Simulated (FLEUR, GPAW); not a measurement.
A FLEUR input for a self-consistent single point of WSi2 (I4/mmm, 3 atoms in the cell) (DFT, PBE, all-electron FLAPW (FLEUR), scalar-relativistic valence):

Input of the input generator:

```
WSi2 FLAPW
&input film=f /
-1.5729000000 1.5729000000 3.8367000000
1.5729000000 -1.5729000000 3.8367000000
1.5729000000 1.5729000000 -3.8367000000
1.8897261246
1.0 1.0 1.0

3
14 0.6650000000 0.6650000000 0.0000000000
14 0.3350000000 0.3350000000 0.0000000000
74 0.0000000000 0.0000000000 0.0000000000

&comp jspins=1 /
&kpt div1=10 div2=10 div3=10 gamma=t /
&end /
```

```xml
<?xml version="1.0" encoding="UTF-8" standalone="no"?>
<fleurInput fleurInputVersion="0.39">
   <comment>
      WSi2 FLAPW                                                                                          
   </comment>
   <calculationSetup>
      <cutoffs Kmax="4.5" Gmax="22.5" GmaxXC="22.5" numbands="0"/>
      <scfLoop itmax="80" minDistance="0.00001" maxIterBroyd="40" imix="Anderson" alpha="0.05" precondParam="0.0" spinf="2.0"/>
      <coreElectrons ctail="T" frcor="F" kcrel="0" coretail_lmax="0"/>
      <xcFunctional name="pbe" relativisticCorrections="F"/>
      <magnetism jspins="1"/>
      <soc l_soc="F" theta="0.0" phi="0.0" spav="F"/>
      <expertModes spex="0" secvar="F"/>
      <geometryOptimization l_f="T" forcealpha="1.0" forcemix="BFGS" epsdisp="0.00001" epsforce="0.00001"/>
      <ldaU l_linMix="F" mixParam="0.05" spinf="1.0"/>
   </calculationSetup>
   <cell>
      <bzIntegration valenceElectrons="52.0" mode="hist" fermiSmearingEnergy="0.00367493">
         <kPointListSelection listName="default-1"/>
         <!-- k-points included here -->
         <xi:include xmlns:xi="http://www.w3.org/2001/XInclude" href="kpts.xml"> </xi:include>
      </bzIntegration>
      <!-- symmetry operations included here -->
      <xi:include xmlns:xi="http://www.w3.org/2001/XInclude" href="sym.xml"> </xi:include>
      <bulkLattice scale="1.0">
         <bravaisMatrix>
            <row-1>   -2.9723502213833397     2.9723502213833397     7.2503122222528198</row-1>
            <row-2>    2.9723502213833397    -2.9723502213833397     7.2503122222528198</row-2>
            <row-3>    2.9723502213833397     2.9723502213833397    -7.2503122222528198</row-3>
         </bravaisMatrix>
      </bulkLattice>
   </cell>
   <atomSpecies>
      <species name="Silicon (Si)" element="Si" atomicNumber="14">
         <mtSphere radius="2.25" gridPoints="747" logIncrement="0.015"/>
         <atomicCutoffs lmax="9" lnonsphr="7"/>
         <electronConfig flipSpins="F">
            <coreConfig>(1s1/2)</coreConfig>
            <valenceConfig>(2s1/2) (2p1/2) (2p3/2) (3s1/2) (3p1/2) (3p3/2)</valenceConfig>
            <stateOccupation state="(3p1/2)" spinUp="0.3333333333333" spinDown="0.3333333333333"/>
            <stateOccupation state="(3p3/2)" spinUp="0.6666666666667" spinDown="0.6666666666667"/>
         </electronConfig>
         <energyParameters s="3" p="3" d="3" f="4"/>
         <lo type="SCLO" l="0" n="2" eDeriv="0"/>
         <lo type="SCLO" l="1" n="2" eDeriv="0"/>
         <lo type="SCLO" l="2" n="3" eDeriv="2"/>
         <lo type="SCLO" l="3" n="4" eDeriv="2"/>
      </species>
      <species name="Tungsten (W)" element="W" atomicNumber="74">
         <mtSphere radius="2.31" gridPoints="763" logIncrement="0.017"/>
         <atomicCutoffs lmax="9" lnonsphr="7"/>
         <electronConfig flipSpins="F">
            <coreConfig>(1s1/2) (2s1/2) (2p1/2) (2p3/2) (3s1/2) (3p1/2) (3p3/2) (4s1/2) (3d3/2) (3d5/2) (4p1/2) (4p3/2) (4d3/2) (4d5/2)</coreConfig>
            <valenceConfig>(5s1/2) (5p1/2) (5p3/2) (6s1/2) (4f5/2) (4f7/2) (5d3/2) (5d5/2)</valenceConfig>
            <stateOccupation state="(5d3/2)" spinUp="0.8" spinDown="0.8"/>
            <stateOccupation state="(5d5/2)" spinUp="1.2" spinDown="1.2"/>
         </electronConfig>
         <energyParameters s="6" p="6" d="5" f="4"/>
         <lo type="SCLO" l="0" n="5" eDeriv="0"/>
         <lo type="SCLO" l="1" n="5" eDeriv="0"/>
         <lo type="SCLO" l="2" n="5" eDeriv="2"/>
         <lo type="SCLO" l="3" n="4" eDeriv="2"/>
      </species>
   </atomSpecies>
   <atomGroups>
      <atomGroup species="Silicon (Si)">
         <relPos label="                   1">-.3350000000 -.3350000000 .0000000000</relPos>
         <relPos label="                   2">.3350000000 .3350000000 .0000000000</relPos>
         <force calculate="T" relaxXYZ="TTT"/>
      </atomGroup>
      <atomGroup species="Tungsten (W)">
         <relPos label="                   3">.0000000000 .0000000000 .0000000000</relPos>
         <force calculate="T" relaxXYZ="TTT"/>
      </atomGroup>
   </atomGroups>
   <output dos="F" band="F" slice="F">
      <checks vchk="F" cdinf="F"/>
      <bandDOS minEnergy="-.5*Htr" maxEnergy="0.5*Htr" sigma="0.015" storeEVData="T"/>
      <vacuumDOS vacdos="F" integ="F" star="F" nstars="0" locx1="0.0" locy1="0.0" locx2="0.0" locy2="0.0" nstm="0" tworkf="0.0"/>
      <unfoldingBand unfoldBand="F" supercellX="1" supercellY="1" supercellZ="1"/>
      <plotting iplot="0" polar="F">
         <plot TwoD="T" vec1="  1.0  0.0  0.0" vec2="  0.0  1.0  0.0" vec3="  0.0  0.0  1.0" zero="  0.0  0.0  0.0" file="plot"/>
      </plotting>
      <chargeDensitySlicing numkpt="0" minEigenval="0.0" maxEigenval="0.0" nnne="0" pallst="F"/>
      <specialOutput eonly="F"/>
      <magneticCircularDichroism mcd="F" energyLo="-10.0" energyUp="0.0"/>
   </output>
  <!-- We include the file relax.xml here to enable relaxations (see documentation) -->
  <xi:include xmlns:xi="http://www.w3.org/2001/XInclude" href="relax.xml"> <xi:fallback/> </xi:include>
</fleurInput>
```

Q: Write the same calculation as an input for GPAW.

A: This is the input that was run; spellings and numerical settings could be chosen otherwise.

```python
from ase import Atoms
from ase.units import GPa
from gpaw import GPAW

atoms = Atoms(['Si', 'Si', 'W'],
              cell=[[-1.572900, 1.572900, 3.836700],
                    [1.572900, -1.572900, 3.836700],
                    [1.572900, 1.572900, -3.836700]],
              positions=[[0.000000, -0.000000, 5.102811],
                         [-0.000000, 0.000000, 2.570589],
                         [0.000000, 0.000000, 0.000000]],
              pbc=True)

calc = GPAW(mode={'name': 'pw', 'ecut': 550},
            xc='PBE',
            kpts={'size': (10, 10, 10), 'gamma': True},
            occupations={'name': 'fermi-dirac', 'width': 0.1},
            nbands=-9,
            convergence={'density': 1e-05},
            symmetry={'symmorphic': False, 'tolerance': 0.0005},
            maxiter=120)

atoms.calc = calc

energy = atoms.get_potential_energy()
print('Energy (eV):', round(energy, 6))
forces = atoms.get_forces()
print('Forces (eV/Ang):')
print(forces.round(5))
stress = atoms.get_stress()
print('Stress (GPa, Voigt):', (stress / GPa).round(4))
```

Basis settings and potentials, where a program has them, do not carry over. This input uses DFT PBE, plane waves, GPAW PAW datasets PBE (gpaw-data 1.0.1).

The starting cell has typed, rounded lattice constants, without a prior relaxation at this level. For this run, on top of that: lattice scaled by 0.98.
